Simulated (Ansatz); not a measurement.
Base system: Sn in the diamond structure (space group Fd-3m, No. 227).

```yaml
crystal:
  lattice:
    - [0.00000, 3.28336, 3.28336]
    - [3.28336, 0.00000, 3.28336]
    - [3.28336, 3.28336, 0.00000]
  atoms:
    - { symbol: Sn, position: [0.25000, 0.25000, 0.25000] }
    - { symbol: Sn, position: [0.00000, 0.00000, 0.00000] }
```

The values are results of Ansatz (a program for electronic structure), r2SCAN, PAW, cutoff 500 eV, scalar-relativistic without spin-orbit coupling, not measurements.

Base values:

Lattice parameter a: 6.567 Å
Band gap: zero

It is then changed as follows: cell and atoms relaxed at a pressure of 75 GPa.

**Question.** What happens to the lattice parameter a?

**Answer.** The lattice parameter a shrinks by 1.0414 Å (6.567 Å → 5.525 Å).

**Question.** Estimate the effect on the band gap.

**Answer.** The band gap remains zero.

Load acts through the strain it causes; cell and atoms are relaxed under it. Stability against distortions was not tested. Tetrahedral semiconductors of this kind turn to denser phases somewhere between about 1 and 50 GPa; those were not computed, so compressed cells here can lie past the real transition.
